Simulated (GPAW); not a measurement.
Band structure of GaGe₃ (P6_3/mmc, 8 atoms in the cell).

```yaml
crystal:
  lattice:
    - [5.98504, 0.00000, 0.00000]
    - [-2.99252, 5.18320, 0.00000]
    - [0.00000, 0.00000, 5.03495]
  atoms:
    - { symbol: Ga, position: [0.66667, 0.33333, 0.25000] }
    - { symbol: Ga, position: [0.33333, 0.66667, 0.75000] }
    - { symbol: Ge, position: [0.32713, 0.16356, 0.75000] }
    - { symbol: Ge, position: [0.67287, 0.83644, 0.25000] }
    - { symbol: Ge, position: [0.16356, 0.32713, 0.25000] }
    - { symbol: Ge, position: [0.83644, 0.67287, 0.75000] }
    - { symbol: Ge, position: [0.83644, 0.16356, 0.75000] }
    - { symbol: Ge, position: [0.16356, 0.83644, 0.25000] }
```

Method of the run: PBEsol, GPAW PAW datasets PBEsol (made by gpaw-setup) (plane waves; GPAW 25.7.0).

Settings: mode = pw; ecut = 600 eV; xc = PBEsol; kpts = 3 3 4; mesh shift (steps) = 0 0 0; occupations.name = methfessel-paxton; occupations.width = 0.1 eV; occupations.order = 0; nbands = -14; convergence.density = 1e-05 e/electron; convergence.energy = 1e-05 eV/electron; symmetry.symmorphic = false; symmetry.tolerance = 0.0005; maxiter = 150.

The starting cell comes from a database of computed structures (which also holds hypothetical and non-ambient phases and stackings), without a prior relaxation at this level.

Levels in eV from the Fermi level, bands 11 to 18:
| point | 11 | 12 | 13 | 14 | 15 | 16 | 17 | 18 |
|---|---|---|---|---|---|---|---|---|
| Γ | -2.56 | -1.38 | -1.19 | -1.19 | -0.92 | -0.74 | -0.74 | 0.61 |
| M | -2.08 | -1.73 | -1.57 | -1.51 | -1.21 | -0.49 | 0.51 | 0.58 |
| K | -2.91 | -2.91 | -0.13 | -0.13 | 0.32 | 0.56 | 0.56 | 1.06 |
| A | -4.13 | -4.13 | -4.13 | -4.13 | 1.29 | 1.29 | 4.39 | 4.39 |
| L | -1.42 | -1.42 | -0.03 | -0.03 | 0.11 | 0.11 | 1.34 | 1.34 |
| H | -1.84 | -1.84 | 1.19 | 1.19 | 1.27 | 1.27 | 1.66 | 1.66 |

Bands cross the Fermi level along this path, so the cell is metallic at this level.
